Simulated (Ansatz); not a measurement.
## How the lattice constant a of WTe (model structure, started from the WC type, P-6m2, No. 187, 2 atoms in the cell) moves with the method

No measured value is used here.

```csv
level (code),value (Å)
LDA (Ansatz),3.685
PBE (Ansatz),3.754
PBEsol (Ansatz),3.702
r²SCAN (Ansatz),3.734
```

Density-functional levels without +SOC have no spin–orbit coupling. LDA, PBE, PBEsol, r²SCAN: the run has no spin polarisation, so it can have missed a magnetic state. Cutoffs differ between the levels. Ansatz's density-functional and Hartree–Fock values are scalar-relativistic unless marked +SOC, with PAW data made under PBE.

A model structure was made by putting elements into a prototype or built by hand; it is no filed structure, need not be a known phase, and can be a saddle point held by its symmetry.

Ansatz is a quantum-chemistry and plane-wave program.
